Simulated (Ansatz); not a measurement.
**MgO, response to strain**

Take MgO in the rock salt structure (space group Fm-3m, No. 225; a = 4.214 Å) as the base. Axes: x, y, z lie along the cube axes.

Strains are applied to the cell and any free atomic positions relax; under biaxial strain the out-of-plane vector relaxes too.

The values are results of plane-wave PAW DFT at the PBEsol level (Ansatz, a program for electronic structure, 420 eV), spin-orbit coupling left out, not measurements.

Notes on the quantities. pressure: mean of the normal stresses, compression positive; energy relative to the base: free energy F.

```json
[
 {"case": "base", "pressure": "0.00 GPa", "energy relative to the base": "0 meV/atom", "band gap": "4.62 eV", "space group": "Fm-3m (No. 225)"},
 {"case": "biaxial strain −1.14 %, plane normal [111], relaxed out of plane", "pressure": "3.11 GPa", "energy relative to the base": "+3.1 meV/atom", "band gap": "4.76 eV", "space group": "R-3m (No. 166)"},
 {"case": "uniaxial strain ε_xx = −0.91 %", "pressure": "1.50 GPa", "energy relative to the base": "+0.8 meV/atom", "band gap": "4.70 eV", "space group": "I4/mmm (No. 139)"},
 {"case": "tensor shear ε_xy = +2.50 %", "pressure": "0.13 GPa", "energy relative to the base": "+11 meV/atom", "band gap": "4.40 eV", "space group": "Immm (No. 71)"}
]
```

Gaps are read on the SCF mesh and a high-symmetry path. Whether these cells are dynamically stable was not tested. The base started in P3_121 and relaxed to Fm-3m at this level.
